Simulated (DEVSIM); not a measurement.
Structure: Schottky contact on n-type InP, at 300 K.

| layer (left to right) | material | thickness (μm) | Nd (cm⁻³) | τn (s) | τp (s) |
|---|---|---|---|---|---|
| 1 | InP | 11.0 | 8.5e16 | 3.4e-8 | 3.4e-8 |

Left contact: Schottky, work function 5.07 eV, emission velocity 1.1e7 cm/s. Right contact: ohmic. Voltage is applied to the left contact. Recombination: SRH at mid-gap, Auger. Mobility is constant in doping.

The device is made up for the run: typed textbook-type constants, with dimensions and the other settings drawn at random. Values at 300 K.

```tsv
parameter	InP
gap (eV)	1.344
affinity (eV)	4.38
permittivity	12.5
Nc (cm⁻³)	5.7e17
Nv (cm⁻³)	1.1e19
μn (cm²/Vs)	5200
μp (cm²/Vs)	170
Cn (cm⁶/s)	9e-31
Cp (cm⁶/s)	9e-31
```

Simulated with DEVSIM: 1D drift-diffusion, Boltzmann statistics, complete ionisation; no tunnelling, impact ionisation, image-force lowering or self-heating. Metal contacts follow the ideal Schottky-Mott rule: no Fermi-level pinning, no interface dipoles.

The metal work function was swept, all else fixed.

```tsv
metal work function (eV)	largest field in the device at zero bias (V/cm)	dark forward voltage at 1 A/cm² (V)	dark forward voltage at 100 A/cm² (V)	potential step across the device at zero bias (V)
4.92	110000	0.183	0.305	0.491
4.97	110000	0.233	0.355	0.541
5.02	120000	0.283	0.405	0.591
5.07	120000	0.333	0.455	0.641
5.12	130000	0.383	0.505	0.691
5.17	130000	0.433	0.555	0.741
5.22	140000	0.483	0.605	0.791
5.27	140000	0.533	0.655	0.841
```

From the first row to the last the largest field in the device at zero bias goes from 110000 to 140000. From the first row to the last the dark forward voltage at 1 A/cm² goes from 0.183 to 0.533.
